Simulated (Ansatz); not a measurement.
# Hypothetical zinc blende CaO, element substitutions

The reference is CaO in the zinc blende structure (space group F-43m, No. 216; a hypothetical phase, not in the database extracts checked).

```yaml
crystal:
  lattice:
    - [0.00000, 2.60640, 2.60640]
    - [2.60640, 0.00000, 2.60640]
    - [2.60640, 2.60640, 0.00000]
  atoms:
    - { symbol: O, position: [0.75000, 0.75000, 0.75000] }
    - { symbol: Ca, position: [0.00000, 0.00000, 0.00000] }
```

Each row replaces one element on all its sites; cell and atoms are relaxed.

Computed with r2SCAN (Ansatz, a first-principles code, PAW, spin-orbit coupling left out).

```json
[
 {"variant": "base", "density": "2.63 g/cm³", "shortest interatomic distance": "2.257 Å"},
 {"variant": "Ca → Li", "density": "1.79 g/cm³", "shortest interatomic distance": "?"},
 {"variant": "O → F", "density": "?", "shortest interatomic distance": "2.379 Å"},
 {"variant": "O → C", "density": "?", "shortest interatomic distance": "?"}
]
```

### Question
Some entries are withheld; estimate them.

### Answer

- Ca → Li, shortest interatomic distance: 1.904 Å
- O → F, density: 2.37 g/cm³
- O → C, density: 1.89 g/cm³
- O → C, shortest interatomic distance: 2.461 Å

Other magnetic orders, which the real material may have, were not ruled out. Stability against distortions was not tested. As relaxed here, LiO and CaC are hypothetical phases, not in the database extracts checked. Spin-polarised in the final run: LiO and CaF; the other runs are not.
